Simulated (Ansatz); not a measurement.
Subject: the formation energy of the neutral Si_i in HfO2 (P2₁/c). Reaction: Si (diamond) + 32 HfO2 (P2₁/c) → cell A.

Cell A: a supercell of 96 sites of HfO2 (P2₁/c) with Si off the lattice sites (4 O at 1.82–2.39 Å and 1 Hf at 2.44 Å); spin state with PBE: run without spin, k-point mesh 2×2×2.
```xyz
97
Lattice="10.3222 0.0000 -0.0102 0.0000 10.4237 0.0000 -1.7858 0.0000 10.5544" Properties=species:S:1:pos:R:3 pbc="T T T"
Hf     0.7905     2.3782     3.7179
Hf     3.4682     2.8229     1.5147
Hf     3.0214     4.9916     4.1502
Hf     1.2165     0.2306     1.0703
O      1.4162     3.8913     5.1336
O      2.8028     1.3408     0.0585
O      2.3794     1.2562     2.6989
O      1.8883     3.9402     2.4921
O      0.0135     1.7039     1.8627
O      4.2180     3.4902     3.4229
O      4.6724     4.3153     0.7930
O     -0.3557     0.8651     4.4842
Hf    -0.0686     2.4151     8.9945
Hf     2.5709     2.8534     6.7723
Hf     2.1227     5.0081     9.4415
Hf     0.6106     0.1491     6.3036
O      0.5529     3.8641    10.4159
O      2.0429     1.3937     5.3052
O      1.5563     1.2951     7.9639
O      0.9408     3.9257     7.7660
O     -0.9549     1.7491     7.0279
O      3.2931     3.5354     8.6774
O      3.7713     4.3458     6.0431
O     -1.4162     1.0407     9.8278
Hf     0.7903     7.5876     3.7038
Hf     3.4726     8.0359     1.5074
Hf     3.0777    10.2078     4.1106
Hf     1.2269     5.4305     1.0820
O      1.5104     9.0662     5.0822
O      2.8217     6.5617     0.1024
O      2.3718     6.4731     2.7327
O      1.8993     9.1513     2.4710
O      0.0327     6.9343     1.8094
O      4.2511     8.7098     3.4074
O      4.6300     9.5428     0.7774
O     -0.4143     6.0986     4.4444
Hf    -0.1128     7.5824     8.9906
Hf     2.6555     7.9862     6.7767
Hf     2.1146    10.1802     9.3969
Hf     0.3242     5.4393     6.3571
O      0.5138     9.0965    10.3724
O      1.9183     6.5458     5.3668
O      1.4802     6.4266     7.9989
O      1.1598     9.0474     7.7251
O     -0.8581     6.9711     7.0696
O      3.3597     8.6797     8.7333
O      3.7848     9.5426     6.0554
O     -1.2557     6.0262     9.7231
Hf     5.9409     2.3859     3.7272
Hf     8.6272     2.8225     1.5335
Hf     8.1913     4.9923     4.1570
Hf     6.3573     0.2072     1.1033
O      6.5726     3.8813     5.1379
O      7.9144     1.3369     0.1541
O      7.5289     1.2684     2.7773
O      7.0469     3.9471     2.5094
O      5.1841     1.7149     1.8307
O      9.3795     3.4892     3.4386
O      9.8339     4.3112     0.7952
O      4.7909     0.8678     4.4524
Hf     4.9729     2.4104     9.0362
Hf     7.6436     2.8972     6.7999
Hf     7.3022     4.9796     9.4471
Hf     5.4958     0.2393     6.4038
O      5.7085     3.8711    10.4312
O      7.0915     1.3514     5.4172
O      6.4807     1.3721     8.0743
O      6.1129     3.9977     7.7965
O      4.2679     1.7436     7.0751
O      8.4875     3.4994     8.6789
O      8.8956     4.3589     6.0682
O      3.8205     0.8848     9.7443
Hf     5.9650     7.6051     3.7315
Hf     8.6292     8.0522     1.5278
Hf     8.2027    10.2284     4.1657
Hf     6.3910     5.4338     1.0907
O      6.6478     9.0917     5.1883
O      7.9939     6.5416     0.1181
O      7.5333     6.4839     2.7534
O      7.0468     9.1715     2.5376
O      5.2024     6.9344     1.8248
O      9.3881     8.7115     3.4461
O      9.8083     9.5545     0.7971
O      4.7335     6.1254     4.4526
Hf     5.0605     7.5931     9.0427
Hf     7.6691     7.9927     6.8629
Hf     7.1868    10.2455     9.4717
Hf     5.4896     5.4350     6.3509
O      5.6407     9.0534    10.4807
O      7.0727     6.5569     5.3893
O      6.6570     6.4749     8.0202
O      6.0539     9.1457     7.8250
O      4.3321     6.8983     7.1316
O      8.3949     8.5026     8.8349
O      8.9956     9.5680     6.1093
O      3.8510     6.0894     9.7555
Si     8.9405     0.1122     7.6970
```

Reference: Si (diamond, Fd-3m), 2 atoms in the cell, k-point mesh 10×10×10 on the run's own vectors. Conventional cell: a = 5.4700 Å, b = 5.4700 Å, c = 5.4700 Å, α = 90.00°, β = 90.00°, γ = 90.00°.

Reference: HfO2 (P2₁/c), 96 atoms in the cell, the relaxed perfect crystal repeated, atoms not moved again, k-point mesh 2×2×2 on the run's own vectors.

All numbers come from Ansatz (an electronic-structure program), plane waves with PAW, its default PAW set, cutoff 420 eV. The structures are at rest with PBE, within the held lattices. Neutral cells; Fermi-Dirac smearing of at most 0.05 eV in the solids, energies taken to zero width. Larger cells are relaxed from a start prepared with the learned potential CHGNet till forces fall under 0.03 eV/Å, which some starts already meet. A dispersion term (D3(BJ), or D4 for r2SCAN) was computed beside these levels and is taken off wherever the name lacks it. Space groups of crystals are read within 0.01 Å. No zero-point or thermal terms. The structures are the rest points that the relaxations reached, not proven lowest. Spin-orbit coupling is left out. No correction for cell size. Mesh and cell size may move defect energies by 0.1 eV or more. The value holds for the reservoirs listed; other chemical potentials shift it.

Problem. Give the value at the level PBE.

Solution. 5.28 eV, for Si (diamond) + 32 HfO2 (P2₁/c) → cell A.
